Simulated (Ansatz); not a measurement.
**A computed series for Zr: response to strain**

Take Zr in the hcp (Mg type) structure (space group P6_3/mmc, No. 194; relaxed with 0.1 eV smearing) as the base.

Space group P6₃/mmc (No. 194); a = 3.1825 Å, b = 3.1825 Å, c = 5.1235 Å, α = 90.00°, β = 90.00°, γ = 120.00°

```csv
atom,site,symmetry,x,y,z
Zr,2c,-6m2,0.3333,0.6667,0.2500
```

Strains are applied to the cell and any free atomic positions relax.

Method: PBEsol in Ansatz (plane waves to 420 eV, PAW, no spin-orbit coupling).

Notes on the quantities. pressure: mean of the normal stresses, compression positive.

```tsv
isotropic strain (%)	pressure (GPa)
-3	10.4
-2	6.6
-0.5	1.5
0	0.0
0.5	-1.4
1	-2.8
1.5	-4.1
2	?
3	-7.6
```

Task: Fit P = P₀ − Bδ + Cδ² with δ = (1 + ε)³ − 1 to the rows shown and predict the withheld row.

Result: Least squares on the printed values gives P₀ = 0.0 GPa, B = 101 GPa (at held cell shape), C = 203 GPa (largest residual 0.1 GPa); this predicts -5.4 GPa, and the run gives -5.3 GPa, in agreement.

Whether these cells are dynamically stable was not tested. All final runs are without spin polarisation.

Ansatz is a program for electronic structure.
